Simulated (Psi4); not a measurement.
Psi4 1.11, TPSS/def2-svp: Zr(NH)(Cl)2 ([NH]=[Zr]([Cl])[Cl]), 5 atoms. The geometry is a generated start, not checked to be a minimum at this level.

| Item | Value |
|---|---|
| task | energy |
| method | tpss |
| basis | def2-svp |
| memory | 3 GB |
| maxiter | 100 |
| keys of the molecule block | symmetry c1 |
| scf_type | df (default) |
| e_convergence | 1e-06 (default) |
| d_convergence | 1e-06 (default) |
| dft_radial_points | 75 (default) |
| dft_spherical_points | 302 (default) |
| effective core potentials | those of the basis set, past Kr |
| basis functions | 86 |
| grid points | 109163 |

```xyz
5

Zr     0.1809     0.3509     0.1685
N     -0.4471    -1.1841    -0.6299
H     -0.8083    -2.0199    -1.0930
Cl     1.4695     0.3941     2.0565
Cl    -0.3949     2.4591    -0.5020
```

Charge 0 and multiplicity 1 are set for this test and not shown to be the ground state.

With the defaults (diis = true, scf_initial_accelerator = adiis, damping_percentage = 0, guess = auto, which took SAD, diis_max_vecs = 10, diis_start = 1) it converges in 11 SCF iterations. One run each on 2 threads, with these changes:
- guess = sap
- diis = false, scf_initial_accelerator = none, damping_percentage = 60
- guess = modhuckel
- diis_start = 4
- diis_max_vecs = 3
- scf_initial_accelerator = ediis
- guess = sapgau
- guess = huckel
- guess = gwh

Question: Name the settings that don't reach the solution of the defaults.

Answer: No convergence: diis = false, scf_initial_accelerator = none, damping_percentage = 60 (the run ends without SCF convergence in 100 iterations). The rest reach the solution of the defaults.

```
setting                                                                SCF iterations             end
---------------------------------------------------------------------  --------------  --------------
the defaults                                                                       11   same solution
scf_initial_accelerator = ediis                                                    11   same solution
guess = huckel                                                                     12   same solution
guess = gwh                                                                        12   same solution
guess = modhuckel                                                                  12   same solution
diis_max_vecs = 3                                                                  13   same solution
guess = sap                                                                        15   same solution
guess = sapgau                                                                     15   same solution
diis_start = 4                                                                     17   same solution
diis = false, scf_initial_accelerator = none, damping_percentage = 60             100  no convergence
```

1 further run of the study ended by our limits or in an error and is left out.
